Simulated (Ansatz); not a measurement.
Here is the system:

End structure of a constructed model of the (110) surface of bcc W, a cell of two sites (a+b, b-a) layer of Cl, one a cell, on the site that continues the host's stacking (bottom of the slab: a bare face, its two planes held):

```
CELL_PARAMETERS angstrom
      1.83845     2.59996     0.00000
     -3.67690     2.59996     0.00000
      0.00000     0.00000    30.00000
ATOMIC_POSITIONS crystal
  W  0.50000 0.00000 0.27479
  W  0.00000 0.50000 0.27479
  W  0.00000 0.00000 0.34984
  W  0.50000 0.50000 0.34984
  W  0.50000 0.00000 0.42471
  W  0.00000 0.50000 0.42520
  W  0.00000 0.00000 0.50037
  W  0.50000 0.50000 0.49941
  W  0.50000 0.00000 0.57394
  W  0.00000 0.50000 0.57616
  W  0.00000 0.00000 0.64842
  W  0.50000 0.50000 0.64720
  Cl 0.50000 0.00000 0.71545
```

Set-up: 13 atoms, 13.5 Å thick at the start with caps and adatoms (thin: gaps and levels are the slab's own); mesh 12x8x1; 0.1 eV smearing; dipole correction on; 4 atoms held, the rest relaxed; start symmetry kept, larger cells not searched; no spin, no spin-orbit, no U. It is one candidate, not shown to be the stable structure of the face.

**Question.** Predict the work function of the top face from PBE (Ansatz, a program for electronic structure).

**Answer.** 4.28 eV
